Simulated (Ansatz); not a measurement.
Ansatz (a first-principles code) run on SnSe₂ (P-3m1, 3 atoms in the cell): dielectric-response calculation.

Method of the run: LDA (PW92), PAW files made with PBE (plane waves; Ansatz).

```xyz
3
Lattice="1.8993 -3.2897 0.0000 1.8993 3.2897 0.0000 0.0000 0.0000 6.1216" Properties=species:S:1:pos:R:3 pbc="T T T"
Sn     0.0000     0.0000     0.0000
Se     1.8993     1.0966     1.5304
Se     1.8993    -1.0966     4.5912
```

Reference input (self-consistent single point, DFT, LDA (PW92), plane waves, PAW files made with PBE): basis.ecutwfc = 30.9 Ry; kpoints.mp_grid.grid = 8 8 4; hamiltonian.xc = lda; hamiltonian.pseudopotentials = {kind: paw} (the program's default PAW files); scf.occupations.method = fermi_dirac; scf.occupations.width = 0.0037 Ry. This run's input differs from it in these lines:

Ansatz 0.2 input:
```diff
@@ -10,3 +10,3 @@
 basis:
-  ecutwfc: 30.9 Ry
+  ecutwfc: 18.4 Ry
 kpoints:
@@ -21,8 +21,4 @@
   occupations:
-    method: fermi_dirac
-    width: 0.0037 Ry
-output:
-  forces: true
-  eigenvalues: true
-  stress: true
+    method: fixed
+dielectric: {}
```

Output, abridged:

```
SCF iter   1: F=—  HF=-16646.377358 eV  |F-HF|=—  |Δ(HF+E_count)|=         —  Δρ=2.87e-2  dr2=1.41e0  ethr=3.10e-3  ⟨swp⟩=4.7  Hψ=7462  notcnv=0  defer=213
all-band conjugate gradients solve this SCF's bands
preconditioner: auto → Resta (q_TF=auto, 2.507 Å⁻¹)
SCF iter   2: F=—  HF=-16645.972085 eV  |F-HF|=—  |Δ(HF+E_count)|=   4.05e-1  Δρ=1.40e-2  dr2=2.10e-1  ethr=3.07e-3  ⟨swp⟩=3.0  Hψ=4719  notcnv=0  defer=212
   [... lines left out ...]
SCF iter   7: F=—  HF=-16645.908580 eV  |F-HF|=—  |Δ(HF+E_count)|=   1.13e-6  Δρ=1.47e-5  dr2=1.93e-7  ethr=3.05e-9  ⟨swp⟩=2.0  Hψ=3978  notcnv=0  defer=85
SCF iter   8: F=—  HF=-16645.908580 eV  |F-HF|=—  |Δ(HF+E_count)|=   1.35e-7  Δρ=3.89e-6  dr2=1.84e-8  ethr=4.19e-10  ⟨swp⟩=2.0  Hψ=3088  notcnv=0  defer=85
SCF iter   9: F=—  HF=-16645.908580 eV  |F-HF|=—  |Δ(HF+E_count)|=   1.04e-8  Δρ=1.14e-6  dr2=1.35e-9  ethr=4.00e-11  ⟨swp⟩=2.1  Hψ=3134  notcnv=0  defer=85
SCF iter  10: F=-16645.908580 eV  HF=-16645.908580 eV  |F-HF|=1.09e-11  |Δ(HF+E_count)|=  4.51e-10  Δρ=2.10e-7  dr2=3.34e-11  ethr=1.00e-12  ⟨swp⟩=7.2  Hψ=9244  notcnv=0
SCF 1 converged in 10 iterations: F = -16645.908580 eV  dr2 = 3.34e-11
DFPT response loops at Γ: preconditioner auto → Resta (q_TF=auto, 2.507 Å⁻¹)  ε∞=9.4 (no band partly filled) …
── the response to a field inside a basis, on 14×14×8 k-points: an SCF that follows is theirs, and a resumed run solves both again ──
Crystal: 3 atoms, lattice volume = 76.495 Å³
Bands: 24, of which v1, the nominal top of the filled ones, is band 23 counted from 1 (22 counted from 0)
k-points: 420 of 1568 (irreducible under 4 space group operations)
Initial density: handed on by an earlier stage of this run
Initial wavefunctions: pseudopotential atomic-orbital guess (no wavefunctions were taken with the density)
   [... lines left out ...]
Crystal: 3 atoms, lattice volume = 76.495 Å³
WARN: field response: inside a basis, on 10×10×6 points, memory doesn't hold the 14×14×8 that were asked …
Free energy (F): -16645.908580 eV
Fermi energy:    7.680853 eV
   [... lines left out ...]
         0.00000    0.00000   -0.96454
    site 2:
        -2.54672    0.00000    0.00000
         0.00000   -2.54672    0.00000
         0.00000    0.00000   -0.96454
  Z* charge neutrality: 2.694e-2 e pre-enforcement
  solved inside a basis spanned on kpoints, on 10×10×6 k-points, which do not settle them: ε∞ is read to err by 3.5e-1, Z* by 1.9e-1 e (field_mesh …
```

The run converged in 22 iterations. 

Summary of the result:
```
Quantity                                                                                                       Result
----------------------------------------------------------------------------------------  ---------------------------
Free energy E − TS (on the zero of these files)                                                        -16645.9086 eV
Top of the valence band (on the code's own zero)                                                              7.68 eV
Gap on the k-point mesh                                                                                       0.69 eV
ε∞ at this k-point mesh, which may be far from converged in small-gap cells (xx, yy, zz)             12.0, 12.0, 9.71
Born charges at this mesh (mean of the diagonal, e)                                       Sn 4.04, Se -2.02, Se -2.02
```

The starting cell has typed, rounded lattice constants, without a prior relaxation at this level. Its lattice was rescaled by up to half a per cent. The cutoff lies below the one recommended for these files.

Cost on one core of a shared machine: roughly 5 min.
